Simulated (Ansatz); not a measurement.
Start from CuI in the wurtzite structure (space group P6_3mc, No. 186; a = 4.187 Å, c = 6.898 Å).

One thing is altered: a hydrostatic pressure of 0.3 GPa.

Levels (all Ansatz, a first-principles code, PAW): PBEsol (420 eV, scalar-relativistic without spin-orbit coupling); PBEsol+SOC (420 eV, spin-orbit coupling included).

The geometry is relaxed with PBEsol.

| Quantity | Value |
|---|---|
| PBEsol lowest conduction level above the VBM at special points | Γ 1.24 eV; A 2.36 eV; L 2.42 eV; M 2.54 eV |
| PBEsol pressure | 0.30 GPa |
| PBEsol electron mass | 0.13 mₑ along c, 0.15 mₑ across (at Γ) |

**Question.** What does PBEsol+SOC give at this geometry for the lowest conduction level above the VBM at special points, pressure, electron mass and hole mass?

**Answer.** The lowest conduction level above the VBM at special points changes from Γ 1.24 eV; A 2.36 eV; L 2.42 eV; M 2.54 eV to Γ 1.06 eV; A 2.19 eV; L 2.24 eV; M 2.36 eV; the pressure increases by 0.07 GPa (0.30 GPa → 0.37 GPa); the electron mass becomes 0.13 mₑ along c, 0.14 mₑ across (at Γ) (PBEsol: 0.13 mₑ along c, 0.15 mₑ across (at Γ)); the hole mass is 1.2 mₑ along c, 0.24 mₑ across (at Γ).

Single points use the geometry relaxed with PBEsol. Differences between runs with and without spin-orbit coupling are approximate. Spin-orbit coupling, missing from the scalar runs, can matter with I. The levels and masses belong to the bands next to the band gap. Load acts through the strain it causes; cell and atoms are relaxed under it. Effective masses come from finite differences of ±0.01 Å⁻¹. Stability against distortions was not tested. The runs without spin-orbit coupling are not spin-polarised. This is not the structure that CuI has at room temperature and ambient pressure.
